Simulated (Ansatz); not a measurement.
Consider Gd in the hcp (Mg type) structure (space group P6_3/mmc, No. 194; a = 3.569 Å, c = 5.700 Å; ferromagnetic; relaxed with 0.1 eV smearing). Axes: x lies along a and z along c of the hexagonal cell.

Method: PBEsol/PAW in Ansatz (a first-principles code), no SOC, earlier PAW set.

Before the change:

| Quantity | Result |
|---|---|
| Shortest interatomic distance | 3.517 Å |

The change: the cell is stretched by 0.91 % along x with no lateral relaxation; the atoms relax in the strained cell.

Question: Predict the new energy relative to the base.

Answer: The energy goes up by 0.5 meV/atom.

Question: How does this affect the stress?

Answer: The stress (xx, yy, zz, yz, xz, xy; compression positive) is (-0.6, -0.2, -0.1, 0.0, 0.0, 0.0) GPa.

Question: Predict the new shortest interatomic distance.

Answer: The shortest interatomic distance rises by 0.005 Å (3.517 Å → 3.522 Å).

The magnetic state is the one reached from the starting moments; the real material's order can differ, and small cells can't hold many antiferromagnetic ones. The state of the 4f shell was not checked for lower solutions. Stability against distortions was not tested.
